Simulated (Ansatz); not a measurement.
Ansatz (a first-principles code) run on TiFeH₂ (P1, 8 atoms in the cell): self-consistent single point.

Level of theory: LDA (PW92), PAW files made with PBE (plane waves; Ansatz).

The change in words: atoms moved at random. Reference geometry:
```
TiFeH2
1.0
    2.80811     0.00000     0.00000
    0.00000     4.73793     0.00000
    0.00000     0.00000     4.55451
Ti Fe H
2 2 4
Direct
  0.50000   0.29982   0.28994
  0.50000   0.70018   0.78994
  0.00000   0.18703   0.78968
  0.00000   0.81297   0.28968
  0.50000   0.93246   0.44952
  0.50000   0.06754   0.94952
  0.00000   0.47856   0.55285
  0.00000   0.52144   0.05285
```

Reference input (self-consistent single point, DFT, LDA (PW92), plane waves, PAW files made with PBE): basis.ecutwfc = 420 eV; kpoints.mp_grid.grid = 8 5 5; hamiltonian.xc = lda; hamiltonian.pseudopotentials = {kind: paw} (the program's default PAW files); scf.occupations.method = gaussian; scf.occupations.width = 0.1 eV. This run's input differs from it in these lines:

Ansatz 0.2 input:
```diff
@@ -7,10 +7,10 @@
   atoms:
-    - { symbol: Ti, position: [0.500000, 0.299820, 0.289940] }
-    - { symbol: Ti, position: [0.500000, 0.700180, 0.789940] }
-    - { symbol: Fe, position: [0.000000, 0.187030, 0.789680] }
-    - { symbol: Fe, position: [0.000000, 0.812970, 0.289680] }
-    - { symbol: H, position: [0.500000, 0.932460, 0.449520] }
-    - { symbol: H, position: [0.500000, 0.067540, 0.949520] }
-    - { symbol: H, position: [0.000000, 0.478560, 0.552850] }
-    - { symbol: H, position: [0.000000, 0.521440, 0.052850] }
+    - { symbol: Ti, position: [0.501769, 0.295195, 0.268735] }
+    - { symbol: Ti, position: [0.496118, 0.685970, 0.798587] }
+    - { symbol: Fe, position: [-0.008023, 0.194682, 0.804792] }
+    - { symbol: Fe, position: [0.001171, 0.816478, 0.302401] }
+    - { symbol: H, position: [0.535576, 0.942181, 0.439844] }
+    - { symbol: H, position: [0.471949, 0.081639, 0.947786] }
+    - { symbol: H, position: [0.002463, 0.472017, 0.552139] }
+    - { symbol: H, position: [-0.001023, 0.511838, 0.049697] }
 basis:
```

Log, with long lists cut:

```
SCF iter   1: F=—  HF=-13807.513504 eV  |F-HF|=—  |Δ(HF+E_count)|=         —  Δρ=1.17e-1  dr2=6.00e0  ethr=3.10e-3  ⟨swp⟩=5.1  Hψ=12428  notcnv=0
all-band conjugate gradients solve this SCF's bands
preconditioner: auto → Kerker (q_TF=auto, 2.724 Å⁻¹)
SCF iter   2: F=—  HF=-13806.043660 eV  |F-HF|=—  |Δ(HF+E_count)|=    1.47e0  Δρ=3.67e-2  dr2=1.00e0  ethr=3.10e-3  ⟨swp⟩=3.0  Hψ=8264  notcnv=0  defer=225
   [... lines left out ...]
SCF iter   7: F=—  HF=-13805.724449 eV  |F-HF|=—  |Δ(HF+E_count)|=   3.17e-5  Δρ=1.56e-4  dr2=1.51e-5  ethr=4.35e-7  ⟨swp⟩=2.3  Hψ=4896  notcnv=0  defer=195
SCF iter   8: F=—  HF=-13805.724450 eV  |F-HF|=—  |Δ(HF+E_count)|=   8.47e-7  Δρ=3.84e-5  dr2=9.27e-7  ethr=2.52e-8  ⟨swp⟩=2.0  Hψ=5045  notcnv=0  defer=195
SCF iter   9: F=—  HF=-13805.724449 eV  |F-HF|=—  |Δ(HF+E_count)|=   1.63e-7  Δρ=1.62e-5  dr2=1.35e-7  ethr=1.67e-10  ⟨swp⟩=9.2  Hψ=17007  notcnv=0
SCF iter  10: F=-13805.724449 eV  HF=-13805.724449 eV  |F-HF|=7.88e-9  |Δ(HF+E_count)|=   2.51e-8  Δρ=4.18e-6  dr2=9.86e-9  ethr=1.67e-10  ⟨swp⟩=3.8  Hψ=10710  notcnv=0
SCF 1 converged in 10 iterations: F = -13805.724449 eV  dr2 = 9.86e-9
Free energy (F): -13805.724449 eV
Internal energy: -13805.698568 eV  (E = F + TS)
E sigma→0 (E₀):  -13805.711509 eV
Entropy (-TS):   -0.025881 eV (-3.235 meV/atom)
Fermi energy:    15.235889 eV
--- Forces (eV/Å), atoms counted from 1 ---
  atom   1  Ti    -0.01803099     0.20947233     1.28550169
  atom   2  Ti     0.03467665     0.96839588    -0.50468794
  atom   3  Fe    -0.32207738    -0.04857990    -0.57377758
  atom   4  Fe     0.63062619    -0.37009895    -0.30646148
  atom   5  H     -0.62369757    -0.26980669     0.54497096
  atom   6  H      0.36065869    -0.69831510    -0.50440026
  atom   7  H     -0.05525043     0.11702705    -0.04900284
  atom   8  H     -0.00690097     0.09190745     0.10785886
--- Stress (GPa, compression-positive) ---
       -8.262160      -1.680034      -0.230047
       -1.680034     -10.870969      -1.205407
       -0.230047      -1.205408      -9.036558
  P = ⅓ Tr σ = -9.3899 GPa (-93.899 kbar)
  The stress holds the Pulay correction. Without it, at fixed plane waves, as pw.x and ABINIT print it: P = -9.5495 GPa
```

The run converged in 10 iterations. Against the reference run the free energy rises by 27.0 meV/atom, the pressure goes from -11.92 to -9.39 GPa and the largest force goes from 0.144 to 1.303 eV/Å.

The starting cell comes from a database of computed structures (which also holds hypothetical and non-ambient phases and stackings), without a prior relaxation at this level. Its lattice was rescaled by a random factor within 2.5 % of one. For this run, on top of that: atoms moved at random. Spin polarisation is off. With a pressure of about -9 GPa the cell is away from its equilibrium volume at this level. Forces in this geometry exceed 1 eV/Å. Ansatz's pressure includes its estimate of the finite-basis (Pulay) stress.
